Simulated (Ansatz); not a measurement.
Results of PBEsol in Ansatz (plane waves, PAW) for L1₀ (CuAu-type) TiAl.

Run with plane-wave cutoff 520 eV, 22×22×16 k mesh (along the axes of the cell as run), Fermi–Dirac smearing 0.039 eV (set by the program), no spin polarisation, scalar-relativistic PAW data made under PBE.

Computed at the level's own relaxed cell.

Hill averages of the elastic tensor: K = 120.4 GPa, G = 71.8 GPa. Volume 15.775 Å³/atom, mean atomic mass 37.424 u.

Question: Work out the density, the sound velocities of a polycrystal and the elastic Debye temperature, and Pugh's ratio at this level.

Answer: ρ = 1.66054 × 37.424/15.775 = 3.939 g/cm³. v_l = √[(K + 4G/3)/ρ] = 7.407 km/s and v_t = √(G/ρ) = 4.269 km/s. The mean follows from 3/v_m³ = 1/v_l³ + 2/v_t³: v_m = 4.740 km/s. Θ_D = (ħ/k_B) v_m (6π²/V)^(1/3) = 76.38 K Å s/km × 4.740 × 1.5542 Å⁻¹ = 563 K, counting all atoms of the cell. K/G = 1.68, to be set beside Pugh's rough bound of 1.75 between brittle and ductile metals.

Ansatz is a quantum-chemistry and plane-wave program.
